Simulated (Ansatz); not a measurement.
Si2N2O (Cmc2₁, No. 36), treated with HSE06 (Ansatz, a program for electronic structure, plane waves, PAW).

Run with plane-wave cutoff 500 eV, 6×6×4 k mesh (along the axes of the cell as run), gaussian smearing 0.02 eV, scalar-relativistic PAW data made under PBE.

Cell (relaxed with PBEsol):

```
N2OSi2
1.0
    4.46063    -2.75876     0.00000
    4.46063     2.75876     0.00000
    0.00000     0.00000     4.86559
Si N O
4 4 2
Direct
  0.32750   0.02568   0.72891
  0.67250   0.97432   0.22891
  0.97432   0.67250   0.72891
  0.02568   0.32750   0.22891
  0.34223   0.09416   0.38382
  0.65777   0.90584   0.88382
  0.90584   0.65777   0.38382
  0.09416   0.34223   0.88382
  0.21203   0.78797   0.78181
  0.78797   0.21203   0.28181
```

**Question.** What does this level give for the band gap?

**Answer.** 
- band gap = 6.54 eV (on the SCF k mesh)

Note: cell and atoms aren't relaxed at this level (pressure -2.5 GPa).

The computed numbers hold no vibrational or temperature effects.

It cost around 4 core-minutes (rough) of CPU time.
